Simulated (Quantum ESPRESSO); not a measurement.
Band structure of ZrGeMo (Pnma, 12 atoms in the cell).

```
CELL_PARAMETERS angstrom
      7.07210     0.00000     0.00000
      0.00000     3.59591     0.00000
      0.00000     0.00000     8.35924
ATOMIC_POSITIONS crystal
  Zr 0.54656 0.25000 0.16774
  Zr 0.45344 0.75000 0.83226
  Zr 0.95344 0.75000 0.66774
  Zr 0.04656 0.25000 0.33226
  Ge 0.75245 0.25000 0.86046
  Ge 0.24755 0.75000 0.13954
  Ge 0.74755 0.75000 0.36046
  Ge 0.25245 0.25000 0.63954
  Mo 0.62807 0.25000 0.56003
  Mo 0.37193 0.75000 0.43997
  Mo 0.87193 0.75000 0.06003
  Mo 0.12807 0.25000 0.93997
```

Method of the run: PBEsol, PSlibrary PAW (PBE) pseudopotentials (plane waves; Quantum ESPRESSO).

Settings: ecutwfc = 55 Ry; ecutrho = 330 Ry; occupations = smearing; smearing = marzari-vanderbilt; degauss = 0.0099958 Ry; input_dft = pbesol; K_POINTS = automatic 3 5 3 1 1 1; conv_thr = 1e-09 Ry; mixing_beta = 0.7.

The starting cell comes from a database of computed structures (which also holds hypothetical and non-ambient phases and stackings), without a prior relaxation at this level. Spin polarisation is off.

Levels in eV from the Fermi level, bands 57 to 64:
```json
[
 {"point": "Γ", "57": "-0.74", "58": "-0.65", "59": "-0.22", "60": "0.33", "61": "0.41", "62": "0.48", "63": "0.54", "64": "0.54"},
 {"point": "X", "57": "-1.42", "58": "-1.42", "59": "-0.76", "60": "-0.76", "61": "0.30", "62": "0.30", "63": "0.56", "64": "0.56"},
 {"point": "S", "57": "-1.39", "58": "-1.39", "59": "-1.39", "60": "-1.39", "61": "0.68", "62": "0.68", "63": "0.68", "64": "0.68"},
 {"point": "Y", "57": "-0.55", "58": "-0.55", "59": "-0.08", "60": "-0.08", "61": "0.36", "62": "0.36", "63": "0.63", "64": "0.63"},
 {"point": "Z", "57": "-0.84", "58": "-0.84", "59": "-0.16", "60": "-0.16", "61": "0.16", "62": "0.16", "63": "0.88", "64": "0.88"},
 {"point": "U", "57": "-1.01", "58": "-1.01", "59": "-0.54", "60": "-0.54", "61": "-0.31", "62": "-0.31", "63": "-0.01", "64": "-0.01"},
 {"point": "R", "57": "-1.26", "58": "-1.26", "59": "-1.26", "60": "-1.26", "61": "0.69", "62": "0.69", "63": "0.69", "64": "0.69"},
 {"point": "T", "57": "-1.18", "58": "-1.18", "59": "-0.01", "60": "-0.01", "61": "0.66", "62": "0.66", "63": "0.83", "64": "0.83"}
]
```

Bands cross the Fermi level along this path, so the cell is metallic at this level.
